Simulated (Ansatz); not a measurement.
# A computed series for GeSe: response to strain

Base system: GeSe in the GeS type structure (space group Pnma, No. 62; a = 10.520 Å, b = 3.824 Å, c = 4.142 Å; layered, stacked along the Cartesian x axis). Axes: x, y, z lie along a, b, c of the conventional cell.

Strains are applied to the cell and any free atomic positions relax; under biaxial strain the out-of-plane vector relaxes too; under stress the whole cell relaxes.

Computed with DFT with PBEsol-D3(BJ), PAW potentials and a 420 eV plane-wave cutoff in Ansatz (a first-principles code), scalar-relativistic without spin-orbit coupling, earlier PAW set.

Notes on the quantities. pressure: mean of the normal stresses, compression positive.

```csv
case,band gap,pressure,volume per atom
base,0.11 eV,0.00 GPa,20.83 Å³
"biaxial strain −1.92 %, plane normal [001], relaxed out of plane",0.29 eV,1.01 GPa,20.51 Å³
"biaxial strain −0.80 %, plane normal [001], relaxed out of plane",0.16 eV,0.40 GPa,20.68 Å³
isotropic strain +0.61 %,0.21 eV,-0.47 GPa,21.21 Å³
isotropic strain +2.34 %,0.49 eV,-0.27 GPa,22.32 Å³
uniaxial strain ε_zz = −2.02 %,zero,0.7 GPa,20.41 Å³
"uniaxial stress, 1 GPa tension along x",zero,–,21.06 Å³
```

The mesh was chosen for an insulator and is coarse for the gapless case. Stability under load was not tested beyond the relaxation. The final runs are not spin-polarised. Gaps under 0.05 eV, about the width of the smearing, are given as zero. The program warned that a D3 coordination switch lies within reach, so dispersion energies are less smooth here. A zero or small gap of GeSe can be the functional's error rather than a property of the material.
